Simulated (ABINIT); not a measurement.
ABINIT is run on SiB6 (Pm-3m, 7 atoms in the cell), and the run fails. The aim is a self-consistent single point with DFT, PBEsol, plane waves, norm-conserving pseudopotentials (PseudoDojo nc-sr-04 PBEsol standard).

Cell that was meant: a = 4.1335 Å, b = 4.1335 Å, c = 4.1335 Å, α = 90.00°, β = 90.00°, γ = 90.00°.

Part of the input:

```
nshiftk 1
shiftk 0 0 0
nstep 50
prtwf 0
prtden 0
enunit 2
```

Output, abridged:

```
 Perdew, Burke & Ernzerhof SOL
 J. P. Perdew, A. Ruzsinszky, G. I. Csonka, O. A. Vydrov, G. E. Scuseria, L. A. Constantin, X. Zhou, and K. Burke, Phys. Rev. Lett. 100, 136406 (2008)
 Perdew, Burke & Ernzerhof SOL
 J. P. Perdew, A. Ruzsinszky, G. I. Csonka, O. A. Vydrov, G. E. Scuseria, L. A. Constantin, X. Zhou, and K. Burke, Phys. Rev. Lett. 100, 136406 (2008)

--- !ERROR
src_file: m_chkinp.F90
src_line: 4101
mpi_rank: 0
message: |
    For the SCF case, one and only one of the input tolerance criteria
    toldff, tolrff, toldfe or tolvrs must differ from zero, while they are
    toldff=  0.000000E+00, tolrff=  0.000000E+00, toldfe=  0.000000E+00
    and tolvrs=  0.000000E+00 for idtset: 1
    Action: change your input file and resubmit the job.
...

--- !ERROR
src_file: m_chkinp.F90
src_line: 4218
mpi_rank: 0
message: |
    Checking consistency of input data against itself gave 1 inconsistency.
    The details of the problem can be found above (or in output or log file).
    In parallel, the details might not even be printed there. Then, try running in sequential to see the details.
...

 abinit_abort: decision taken to exit. Check above messages for more info
Abort(13) on node 0 (rank 0 in comm 0): application called MPI_Abort(MPI_COMM_WORLD, 13) - process 0

--- !ERROR
src_file: m_chkinp.F90
src_line: 4101
mpi_rank: 0
message: |
    For the SCF case, one and only one of the input tolerance criteria
    toldff, tolrff, toldfe or tolvrs must differ from zero, while they are
    toldff=  0.000000E+00, tolrff=  0.000000E+00, toldfe=  0.000000E+00
    and tolvrs=  0.000000E+00 for idtset: 1
    Action: change your input file and resubmit the job.
...

--- !ERROR
src_file: m_chkinp.F90
src_line: 4218
mpi_rank: 0
message: |
    Checking consistency of input data against itself gave 1 inconsistency.
    The details of the problem can be found above (or in output or log file).
    In parallel, the details might not even be printed there. Then, try running in sequential to see the details.
...
```

Q: Read the log: what does the program object to, and what is the fix?

A: The fault is no stopping criterion. The self-consistent loop needs one tolerance to decide when to stop. To fix it, give one tolerance. The program stopped before any SCF iteration.

The sound input it was made from differs as follows (other fixes are possible):
```diff
+toldfe 1.0e-09
```

With that input, the run converged in 10 iterations: free energy E − TS -591.24 eV; Fermi level (on the code's own zero) 5.74 eV; pressure -1.98 GPa; largest force (vector length) 0.081 eV/Å (DFT, PBEsol, plane waves, norm-conserving pseudopotentials (PseudoDojo nc-sr-04 PBEsol standard)).

On the sound input: the starting cell comes from a database of computed structures (which also holds hypothetical and non-ambient phases and stackings), without a prior relaxation at this level.
